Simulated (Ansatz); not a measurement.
Start from Ca in the fcc (Cu type) structure (space group Fm-3m, No. 225; a = 5.456 Å; relaxed with 0.1 eV smearing).

Method: Kohn–Sham DFT with the PBEsol functional, run in Ansatz (a quantum-chemistry and plane-wave program) with PAW and 420 eV plane waves, without spin-orbit coupling.

Strains are applied to the cell and any free atomic positions relax.

One change was made to it. Results:

The energy grows by 0.5 meV/atom; the pressure goes from zero to -0.3 GPa.

Which change produced these results?
A) isotropic strain +0.50 %
B) isotropic strain +1.00 %
C) isotropic strain −2.00 %
D) isotropic strain +2.50 %

A, isotropic strain +0.50 %. For comparison, the energy relative to the base in the other runs: isotropic strain +1.00 % gives +2.0 meV/atom; isotropic strain −2.00 % gives +8.7 meV/atom; isotropic strain +2.50 % gives +12 meV/atom.

No phonon test of stability was made.
